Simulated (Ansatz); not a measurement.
## A computed series for hypothetical diamond Hf: response to strain

Take Hf in the diamond structure (space group Fd-3m, No. 227; a = 6.550 Å; a hypothetical phase, not in the database extracts checked; relaxed with 0.1 eV smearing) as the base. Axes: x, y, z lie along the cube axes.

Strains are applied to the cell and any free atomic positions relax; under stress the whole cell relaxes.

Computed with DFT with PBE, PAW potentials and a 420 eV plane-wave cutoff in Ansatz (a quantum-chemistry and plane-wave program), no spin-orbit coupling.

Notes on the quantities. energy relative to the base: free energy F.

| change | energy relative to the base | volume per atom | space group |
|---|---|---|---|
| base | 0 meV/atom | 35.13 Å³ | Fd-3m (No. 227) |
| isotropic strain +1.88 % | +10 meV/atom | 37.15 Å³ | Fd-3m (No. 227) |
| uniaxial stress, 1 GPa tension along x | -2.185 eV/atom | 23.83 Å³ | I4_1/amd (No. 141) |
| uniaxial stress, 1 GPa compression along z | -2.011 eV/atom | 23.28 Å³ | I4_1/amd (No. 141) |

Beyond what the load breaks, stability against distortions was not tested. All final runs are without spin polarisation. Hf has a high density of states at the Fermi level and may be magnetic at this level. Under uniaxial stress, 1 GPa tension along x and uniaxial stress, 1 GPa compression along z the cell changed shape so far that it is another structure.
